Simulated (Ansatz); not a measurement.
Consider SnO (space group P4/nmm, No. 129; layered, stacked along the Cartesian z axis).

```xyz
4
Lattice="3.8371 0.0000 0.0000 0.0000 3.8371 0.0000 0.0000 0.0000 4.7588" Properties=species:S:1:pos:R:3 pbc="T T T"
Sn     1.9185     0.0000     3.6004
Sn     0.0000     1.9185     1.1584
O      1.9185     1.9185     0.0000
O      0.0000     0.0000     0.0000
```

Cartesian axes are those of the cell as printed.

Level of theory: Kohn–Sham DFT with the PBE-D3(BJ) functional, run in Ansatz (an electronic-structure program) with PAW and 420 eV plane waves, no spin-orbit coupling.

One thing is altered: an isotropic linear strain of −1.80 %, atoms relaxed at fixed cell.

**Question.** Predict the stress tensor and what it implies for the stiffness.

**Answer.** Stress of the strained cell less that of the base (GPa, compression positive):
```
    3.6     0.0     0.0
    0.0     3.6     0.0
    0.0     0.0     1.4
```

Then B = −ΔP/(ΔV/V₀) with ΔV/V₀ = -0.0530 gives secant stiffness values (nonlinear terms included at this strain): B (at held cell shape, above the free-shape value) ≈ 54 GPa.

As a check, the harmonic strain energy −½ V₀ Δσ:ε is 8.4 meV/atom; the computed energy rise is 8.1 meV/atom.

No phonon test of stability was made. All final runs are without spin polarisation.
